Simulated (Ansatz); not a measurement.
L1₂ (Cu3Au-type) Pt3Ti was calculated with PBE in Ansatz (PAW).

Settings: plane-wave cutoff 520 eV, 16×16×16 k mesh, Fermi–Dirac smearing 0.031 eV (set by the program), no spin polarisation, scalar-relativistic PAW data made under PBE.

Computed at the level's own relaxed cell.

```yaml
crystal:
  lattice:
    - [3.94803, 0.00000, 0.00000]
    - [0.00000, 3.94803, 0.00000]
    - [0.00000, 0.00000, 3.94803]
  atoms:
    - { symbol: Ti, position: [0.00000, 0.00000, 0.00000] }
    - { symbol: Pt, position: [0.00000, 0.50000, 0.50000] }
    - { symbol: Pt, position: [0.50000, 0.00000, 0.50000] }
    - { symbol: Pt, position: [0.50000, 0.50000, 0.00000] }
```

Question: Give the elastic tensor (Voigt notation, GPa, ions relaxed, in the Cartesian axes of the cell as printed).

Answer: 
```
  344.8   180.6   180.6     0.0     0.0     0.0
  180.6   344.8   180.6     0.0     0.0     0.0
  180.6   180.6   344.8     0.0     0.0     0.0
    0.0     0.0     0.0   137.3     0.0     0.0
    0.0     0.0     0.0     0.0   137.3     0.0
    0.0     0.0     0.0     0.0     0.0   137.3
```

Spin–orbit coupling is not included.

The computed numbers hold no vibrational or temperature effects.

Ansatz is an electronic-structure program.
